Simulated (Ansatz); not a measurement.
**BaPtSb, response to strain**

The parent structure is BaPtSb (space group P-6m2, No. 187; a cell from a computed database, its experimental status unchecked; relaxed with 0.1 eV smearing).

```
BaPtSb
1.0
    4.55766     0.00000     0.00000
   -2.27883     3.94705     0.00000
    0.00000     0.00000     4.88792
Ba Sb Pt
1 1 1
Cartesian
  0.00000   0.00000   0.00000
  2.27883   1.31568   2.44396
  0.00000   2.63136   2.44396
```

Cartesian axes are those of the cell as printed.

Strains are applied to the cell and any free atomic positions relax; under biaxial strain the out-of-plane vector relaxes too.

Calculations: r2SCAN+rVV10, PAW, 500 eV (Ansatz, a first-principles code; no spin-orbit coupling).

Notes on the quantities. pressure: mean of the normal stresses, compression positive.

```json
[
 {"change": "base", "pressure": "0.0 GPa", "shortest interatomic distance": "2.631 Å"},
 {"change": "biaxial strain +0.79 %, plane normal [001], relaxed out of plane", "pressure": "-0.9 GPa", "shortest interatomic distance": "2.652 Å"},
 {"change": "biaxial strain +0.97 %, plane normal [001], relaxed out of plane", "pressure": "-1.1 GPa", "shortest interatomic distance": "2.657 Å"},
 {"change": "biaxial strain +1.68 %, plane normal [001], relaxed out of plane", "pressure": "-1.8 GPa", "shortest interatomic distance": "2.676 Å"},
 {"change": "biaxial strain +2.18 %, plane normal [001], relaxed out of plane", "pressure": "-2.3 GPa", "shortest interatomic distance": "2.689 Å"},
 {"change": "uniaxial strain ε_zz = +4.76 %", "pressure": "-2.1 GPa", "shortest interatomic distance": "2.631 Å"},
 {"change": "uniaxial strain ε_zz = +5.67 %", "pressure": "-2.4 GPa", "shortest interatomic distance": "2.631 Å"}
]
```

No phonon test of stability was made. The final runs are not spin-polarised. An odd electron count without spin: BaPtSb. BaPtSb has a high density of states at the Fermi level and may be magnetic at this level.
